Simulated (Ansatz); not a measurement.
The parent structure is Rh in the fcc (Cu type) structure (space group Fm-3m, No. 225; a = 3.802 Å; relaxed with 0.1 eV smearing).

Level of theory: r2SCAN (Ansatz, a quantum-chemistry and plane-wave program, PAW, no spin-orbit coupling).

For the base:

- Pressure: 0.0 GPa

It is then changed as follows: an isotropic linear strain of −2.50 %; the atoms relax in the strained cell.

Task: What does the calculation give for the pressure after the change?

Result: The pressure goes from zero to 25.8 GPa.

Task: What happens to the energy relative to the base?

Result: The energy grows by 75 meV/atom.

No phonon test of stability was made. The final runs are not spin-polarised.
